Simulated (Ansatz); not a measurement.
For ZnO (model structure, started from the BN type, Pm-3n, No. 223, 12 atoms in the cell), PBE (Ansatz, a program for electronic structure, plane waves, PAW) gives:

```
Item                       Result
-------------------  ------------
lattice parameter a       5.657 Å
cohesive energy      3.48 eV/atom
```

What does r²SCAN (plane waves, PAW; Ansatz) give for the same quantities?


- lattice constant a: 5.580 Å (falls by 1.4 %)
- cohesive energy: 3.69 eV/atom (increases by 0.21 eV/atom)

Changes are worked out from the printed values.

Unless a cell is named, each level is at its own relaxed cell (PBE 15.08, r²SCAN 14.48 Å³/atom).

Ansatz's density-functional and Hartree–Fock values are scalar-relativistic unless marked +SOC, with PAW data made under PBE.

A model structure was made by putting elements into a prototype or built by hand; it is no filed structure, need not be a known phase, and can be a saddle point held by its symmetry.
